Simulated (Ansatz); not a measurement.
Worked example: self-consistent single point of LaAl₃Au (P1, 5 atoms in the cell) in Ansatz (a first-principles code).

Level of theory: PBEsol, PAW files made with PBE (plane waves; Ansatz).

The change in words: atoms moved at random. Reference geometry:
```
CELL_PARAMETERS angstrom
     -2.19956     2.19956     5.50630
      2.19956    -2.19956     5.50630
      2.19956     2.19956    -5.50630
ATOMIC_POSITIONS crystal
  La 0.98908 0.98908 0.00000
  Al 0.39835 0.39835 0.00000
  Al 0.25027 0.75027 0.50000
  Al 0.75027 0.25027 0.50000
  Au 0.62802 0.62802 0.00000
```

Reference input (self-consistent single point, DFT, PBEsol, plane waves, PAW files made with PBE): kpoints.mp_grid.grid = 9 9 9; hamiltonian.xc = pbesol; hamiltonian.pseudopotentials = {kind: paw} (an earlier, softer set of the program's PAW files); scf.occupations.method = fermi_dirac; scf.occupations.width = 0.0073 Ry. This run's input differs from it in these lines:

Ansatz 0.2 input:
```diff
@@ -7,7 +7,7 @@
   atoms:
-    - { symbol: La, position: [0.989080, 0.989080, 0.000000] }
-    - { symbol: Al, position: [0.398350, 0.398350, 0.000000] }
-    - { symbol: Al, position: [0.250270, 0.750270, 0.500000] }
-    - { symbol: Al, position: [0.750270, 0.250270, 0.500000] }
-    - { symbol: Au, position: [0.628020, 0.628020, 0.000000] }
+    - { symbol: La, position: [0.983978, 0.995575, -0.007529] }
+    - { symbol: Al, position: [0.402520, 0.404362, 0.000298] }
+    - { symbol: Al, position: [0.265409, 0.741379, 0.511214] }
+    - { symbol: Al, position: [0.746382, 0.255346, 0.505209] }
+    - { symbol: Au, position: [0.617700, 0.619328, -0.009192] }
 kpoints:
```

The program printed (abridged):

```
SCF iter   1: F=—  HF=-20769.631383 eV  |F-HF|=—  |Δ(HF+E_count)|=         —  Δρ=5.20e-1  dr2=6.26e2  ethr=3.10e-3  ⟨swp⟩=6.3  Hψ=87716  notcnv=0
all-band conjugate gradients solve this SCF's bands
automatic band count: the SCF goes on with 30 bands, as 25 were too few: the levels above may hold too much charge
preconditioner: auto → Kerker (q_TF=auto, 2.307 Å⁻¹)
SCF iter   2: F=—  HF=-20752.324905 eV  |F-HF|=—  |Δ(HF+E_count)|=    1.73e1  Δρ=2.04e-1  dr2=8.47e1  ethr=3.10e-3  ⟨swp⟩=3.7  Hψ=31656  notcnv=0
   [... lines left out ...]
SCF iter  13: F=—  HF=-20747.173107 eV  |F-HF|=—  |Δ(HF+E_count)|=   4.46e-4  Δρ=3.15e-4  dr2=1.39e-4  ethr=2.89e-6  ⟨swp⟩=2.0  Hψ=19080  notcnv=0
SCF iter  14: F=—  HF=-20747.173052 eV  |F-HF|=—  |Δ(HF+E_count)|=   5.48e-5  Δρ=4.22e-5  dr2=2.64e-6  ethr=3.58e-7  ⟨swp⟩=2.0  Hψ=16742  notcnv=0
SCF iter  15: F=—  HF=-20747.173042 eV  |F-HF|=—  |Δ(HF+E_count)|=   9.58e-6  Δρ=7.38e-6  dr2=7.92e-8  ethr=2.56e-10  ⟨swp⟩=7.3  Hψ=67362  notcnv=0
SCF iter  16: F=-20747.173042 eV  HF=-20747.173042 eV  |F-HF|=1.15e-9  |Δ(HF+E_count)|=   2.88e-8  Δρ=1.08e-6  dr2=1.77e-9  ethr=2.03e-10  ⟨swp⟩=2.0  Hψ=36245  notcnv=0
SCF 1 converged in 16 iterations: F = -20747.173042 eV  dr2 = 1.77e-9
Free energy (F): -20747.173042 eV
Internal energy: -20747.127059 eV  (E = F + TS)
E sigma→0 (E₀):  -20747.150051 eV
Entropy (-TS):   -0.045983 eV (-9.197 meV/atom)
Fermi energy:    10.449230 eV
--- Forces (eV/Å), atoms counted from 1 ---
  atom   1  La    -0.06083370     0.21326519    -0.20916989
  atom   2  Al    -0.05050546    -0.10324129    -0.83445186
  atom   3  Al     0.14840757    -0.63872252     0.20203945
  atom   4  Al    -0.29486348     0.06204852     0.13560593
  atom   5  Au     0.25779935     0.46665537     0.70596887
--- Stress (GPa, compression-positive) ---
       -3.583275      -0.058788      -0.537449
       -0.058788      -3.326043      -0.705058
       -0.537449      -0.705058      -2.193480
  P = ⅓ Tr σ = -3.0343 GPa (-30.343 kbar)
  The stress holds the Pulay correction. Without it, at fixed plane waves, as pw.x and ABINIT print it: P = -3.0564 GPa
```

The run converged in 16 iterations. Against the reference run the free energy goes up by 17.7 meV/atom, the pressure goes from -3.58 to -3.03 GPa and the largest force goes from 0.118 to 0.885 eV/Å.

The starting cell comes from a database of computed structures (which also holds hypothetical and non-ambient phases and stackings), without a prior relaxation at this level. Its lattice was rescaled by a random factor within 2.5 % of one. For this run, on top of that: atoms moved at random. With a pressure of about -3 GPa the cell is away from its equilibrium volume at this level. Ansatz's pressure includes its estimate of the finite-basis (Pulay) stress.

Cost on one core of a shared machine: roughly 6 min.
